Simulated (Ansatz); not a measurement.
Cells marked so need not be the phases stable at ambient conditions, and some may be hypothetical.

No gap correction and no spin-orbit coupling; mid-gap values are interpolated between computed energies.

A. Al2ZnTe4 (I-4, not sure to be the ambient phase, 7 atoms a cell, 30.9 Å³ an atom), along the normal of (110)
B. Hf3N4 (R-3m, not sure to be the ambient phase, 7 atoms a cell, 12.1 Å³ an atom, -2 GPa at this level), along the normal of (110)
C. ScOF (P4/nmm, not sure to be the ambient phase, 6 atoms a cell, 11.3 Å³ an atom, -5 GPa at this level), along the normal of (001)
D. Zn(GaTe₂)₂ (I-4, not sure to be the ambient phase, 7 atoms a cell, 30.8 Å³ an atom), along the normal of (110)
E. Sr3Ta2ZnO9 (P-3m1, not sure to be the ambient phase, 15 atoms a cell, 13.4 Å³ an atom, -5 GPa at this level), along the normal of (110)

**Question.** Order them by mid-gap decay constant of the slowest evanescent state (highest first) at the level Ansatz (an electronic-structure program) with r2SCAN.

**Answer.** C (0.49 1/Å), E (0.33 1/Å), B (0.21 1/Å), A (0.14 1/Å), D (0.11 1/Å)
